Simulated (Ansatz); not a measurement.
Take CuI in the zinc blende structure (space group F-43m, No. 216; a = 6.021 Å) as the base.

Structures relaxed with plane-wave PAW DFT at the r2SCAN level (Ansatz, a first-principles code, 500 eV), no spin-orbit coupling, earlier PAW set.

Base:

Simulated powder pattern, Co Kα, λ = 1.79026 Å (kinematic, ideal powder, no thermal factors, no anomalous dispersion; the 10 strongest lines at most, above 2 %, up to 2θ = 90°):

```json
[
 {"2θ (°)": "29.84", "I/Imax (%)": "100", "hkl": "(111)"},
 {"2θ (°)": "34.60", "I/Imax (%)": "7.7", "hkl": "(200)"},
 {"2θ (°)": "49.73", "I/Imax (%)": "68", "hkl": "(220)"},
 {"2θ (°)": "59.09", "I/Imax (%)": "44", "hkl": "(311)"},
 {"2θ (°)": "62.00", "I/Imax (%)": "2.0", "hkl": "(222)"},
 {"2θ (°)": "72.98", "I/Imax (%)": "11", "hkl": "(400)"},
 {"2θ (°)": "80.79", "I/Imax (%)": "18", "hkl": "(331)"},
 {"2θ (°)": "83.35", "I/Imax (%)": "3.1", "hkl": "(420)"}
]
```

After one change:

Simulated powder pattern, Co Kα, λ = 1.79026 Å (kinematic, ideal powder, no thermal factors, no anomalous dispersion; the 10 strongest lines at most, above 2 %, up to 2θ = 90°):

| 2θ (°) | I/Imax (%) |
|---|---|
| 28.70 | 100 |
| 33.26 | 13 |
| 47.75 | 65 |
| 56.67 | 45 |
| 59.44 | 3.5 |
| 69.84 | 10 |
| 77.19 | 18 |
| 79.59 | 5.0 |
| 89.03 | 23 |

What was done to the base?
A. I → Te
B. Cu → Mn
C. Cu → Cd
D. Cu → Sb

B, Cu → Mn. Its volume per atom is 30.59 Å³ against 27.28 Å³, and its space group is F-43m (No. 216).

Other magnetic orders, which the real material may have, were not ruled out. No phonon test of stability was made. As relaxed here, MnI, SbI, CdI and CuTe are hypothetical phases, not in the database extracts checked. Spin-polarised in the final run: MnI; the other runs are not. An odd electron count without spin: CdI and CuTe.
